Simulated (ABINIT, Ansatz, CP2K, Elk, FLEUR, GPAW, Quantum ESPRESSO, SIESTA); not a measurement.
## Code comparison for CdF₂ (Fm-3m, 3 atoms in the cell)

Self-consistent single point.

```xyz
3
Lattice="0.0000 2.6950 2.6950 2.6950 0.0000 2.6950 2.6950 2.6950 0.0000" Properties=species:S:1:pos:R:3 pbc="T T T"
Cd     0.0000     0.0000     0.0000
F      1.3475     1.3475     1.3475
F      4.0425     4.0425     4.0425
```

All programs got the same cell, k-point mesh and kind of occupations (in Ansatz's words: kpoints.mp_grid.grid = 7 7 7; scf.occupations.method = fermi_dirac; scf.occupations.width = 0.05 eV); potentials, basis and cutoffs are each program's usual ones.

| code | model | pressure (GPa) | gap on the mesh (eV) | k-points | cutoff |
|---|---|---|---|---|---|
| GPAW | PBE, GPAW PAW datasets PBE (gpaw-data 1.0.1) | – | 3.123 | 20 | 900 eV |
| Ansatz | PBE, default PAW files | 4.65 | 3.156 | 20 | 420 eV |
| CP2K | PBE, GPW, DZVP-MOLOPT-SR-GTH basis, GTH-PBE potentials (GTH_POTENTIALS) | 7.20 | 3.090 | 172 | grid 550 Ry |
| Elk | PBE, all-electron FP-LAPW, Elk's shipped species files, default APW+lo basis | – | 3.194 | 20 | rgkmax 7 |
| ABINIT | PBE, PAW (JTH v2.0 PBE PAW) | 4.67 | 3.127 | 20 | 24 Ha |
| Quantum ESPRESSO | PBE, SSSP 1.1.2 efficiency (PBE) pseudopotentials | 4.81 | 3.102 | 20 | 45 Ry |
| FLEUR | PBE, all-electron FLAPW (FLEUR), scalar-relativistic valence | – | 3.261 | 20 | Kmax 4.1 1/bohr |
| SIESTA | GGA PBE, numerical atomic orbitals TZP, PseudoDojo PBE standard norm-conserving potentials (rewritten from UPF to PSML) | 4.32 | 3.203 | 172 | grid 350 Ry |

A dash marks a value that a program does not give, or that is left out as unsure.

Gaps are read on the mesh.

The spread over the programs that give each value: pressure within 2.88 GPa; gap on the mesh within 0.171 eV.

The starting cell has typed, rounded lattice constants, without a prior relaxation at this level. On Ansatz's run: In the base run, with a pressure of about 5 GPa the cell is away from its equilibrium volume at this level.

Problem. Why do the programs differ, and what cannot be compared?

Solution. Differences of this kind can come from the potentials, where these differ, and from what each basis and cutoff leave unconverged. The valence holds different numbers of electrons (GPAW 26, Ansatz (a first-principles code) 34, CP2K 26, ABINIT 26, Quantum ESPRESSO 26, FLEUR 32, SIESTA 34). The zero of total energies and Fermi levels follows the potentials and each program's conventions, so they are not compared here. CP2K and SIESTA use small atom-centred bases, whose incompleteness enters pressures, forces and empty levels differently from a plane-wave cutoff. Elk and FLEUR treat all electrons, but the usual bases taken here (sphere radii, linearisation, local orbitals, empty states) were not tested for convergence, so the values are no reference for the others. Ansatz's pressure is given at a fixed set of plane waves, as the other plane-wave codes print theirs; with its correction for the finite basis it is 5.32 GPa (the shift of 0.67 GPa shows how far the cutoff is from converged). The pressure of GPAW is left out: its cutoff lies under the one at which its stress was checked. The programs reduce the same mesh by symmetry to different extents, which changes the work and not the result. In the pressure, CP2K (by 2.53) lies more than 1 GPa from the median of the plane-wave programs. In the gap, FLEUR (by 0.136) lies more than 0.12 eV from the median of the plane-wave programs.

Keys are those of Ansatz 0.2.
